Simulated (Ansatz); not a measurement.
**Equilibrium lattice constant a of HfO2 (model structure, started from the 2H-MoS2 type, P6₃/mmc, No. 194, 6 atoms in the cell) at several levels of theory**

No measured value is used here.

| level (code) | value (Å) |
|---|---|
| PBE (Ansatz) | 3.120 |
| PBEsol (Ansatz) | 3.094 |
| PBE-D3(BJ) (Ansatz) | 3.120 |

Density-functional levels without +SOC have no spin–orbit coupling. Ansatz's density-functional and Hartree–Fock values are scalar-relativistic unless marked +SOC, with PAW data made under PBE.

A model structure was made by putting elements into a prototype or built by hand; it is no filed structure, need not be a known phase, and can be a saddle point held by its symmetry.

Ansatz is a program for electronic structure.
